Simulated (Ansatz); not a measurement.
The starting structures come from a database of crystals and need not be the phases stable at ambient conditions.

 Where the default PAW files enter, the runs use the earlier of Ansatz's two default sets.

By PBEsol, the system below comes out a metal.

A figure of merit of an interconnect metal is its ballistic conductance per area.

Consider the following.

```xyz
4
Lattice="3.8755 0.0000 0.0000 0.0000 4.1969 0.0000 0.0000 2.0985 5.2550" Properties=species:S:1:pos:R:3 pbc="T T T"
Y      2.9066     2.0985     3.7982
Y      0.9689     4.1969     1.4568
Ge     2.9066     2.0985     0.8868
Ge     0.9689     4.1969     4.3681
```

Space group of this cell: Cmcm. The cell is strained (all lengths scaled by 0.98); by PBEsol its mean pressure is 2.8 GPa.

The current flows along the normal of the first two printed cell vectors. No spin-orbit coupling; the value is a mean over 0.1 eV about the Fermi level.

Task: Predict the ballistic conductance per area from PBEsol run with Ansatz (a program for electronic structure).

Result: 0.30 × 10¹⁵ S/m² for both spins.
